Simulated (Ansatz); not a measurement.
Data:

```yaml
crystal:
  lattice:
    - [5.56102, 0.00000, 0.00000]
    - [2.78051, 4.81598, 0.00000]
    - [2.78051, -1.60533, 2.29147]
  atoms:
    - { symbol: K, position: [0.00000, 0.00000, 0.00000] }
    - { symbol: Ta, position: [0.00000, 0.50000, 0.50000] }
    - { symbol: O, position: [0.50000, 0.00000, 0.00000] }
    - { symbol: O, position: [0.00000, 0.50000, 0.00000] }
    - { symbol: O, position: [0.50000, 0.50000, 0.00000] }
```

No spin polarisation.

Method: plane-wave PAW DFT at the LDA level (Ansatz, a quantum-chemistry and plane-wave program, 420 eV), no spin-orbit coupling. Γ-centred 8×8×8 mesh, Fermi–Dirac width 0.05 eV.

Problem. What is the computed mean in-plane stress (compression positive)?

Solution. +1.9 GPa.

Problem. Predict the smallest direct gap.

Solution. 2.71 eV.

With Ta present, leaving out spin-orbit coupling can change the band edges. The cells carry an imposed strain or load. Stability against distortions was not tested. The cell was made from KTaO$_{3}$ in the cubic perovskite structure (space group Pm-3m, No. 221) by this change: biaxial strain −0.50 %, plane normal [111], relaxed out of plane.
